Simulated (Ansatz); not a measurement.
Response to strain in CdS

The parent structure is CdS in the zinc blende structure (space group F-43m, No. 216).

```yaml
crystal:
  lattice:
    - [0.00000, 2.87831, 2.87831]
    - [2.87831, 0.00000, 2.87831]
    - [2.87831, 2.87831, 0.00000]
  atoms:
    - { symbol: Cd, position: [0.00000, 0.00000, 0.00000] }
    - { symbol: S, position: [0.25000, 0.25000, 0.25000] }
```

Cartesian axes are those of the cell as printed.

Strains are applied to the cell and any free atomic positions relax.

All numbers come from Kohn–Sham DFT with the LDA functional, run in Ansatz (a program for electronic structure) with PAW and 420 eV plane waves, no SOC.

Notes on the quantities. energy relative to the base: free energy F; pressure: mean of the normal stresses, compression positive.

```tsv
case	band gap	energy relative to the base	volume per atom	pressure
base	0.95 eV	0 meV/atom	23.85 Å³	0.00 GPa
tensor shear ε_xy = +1.14 %	?	+1.1 meV/atom	23.84 Å³	-0.01 GPa
tensor shear ε_xy = +1.43 %	0.88 eV	+1.7 meV/atom	23.84 Å³	-0.02 GPa
tensor shear ε_xy = +0.29 %	0.94 eV	+0.1 meV/atom	23.85 Å³	0.00 GPa
tensor shear ε_xy = +0.57 %	?	+0.3 meV/atom	23.84 Å³	0.00 GPa
tensor shear ε_xy = +0.86 %	0.91 eV	+0.6 meV/atom	23.84 Å³	-0.01 GPa
tensor shear ε_xy = +1.71 %	?	+2.4 meV/atom	23.84 Å³	-0.03 GPa
tensor shear ε_xy = +2.00 %	0.85 eV	+3.3 meV/atom	23.84 Å³	-0.04 GPa
```

Problem. What belongs in the blanks?

Solution. 
- tensor shear ε_xy = +1.14 %, band gap: 0.90 eV
- tensor shear ε_xy = +0.57 %, band gap: 0.92 eV
- tensor shear ε_xy = +1.71 %, band gap: 0.87 eV

Stability against distortions was not tested.
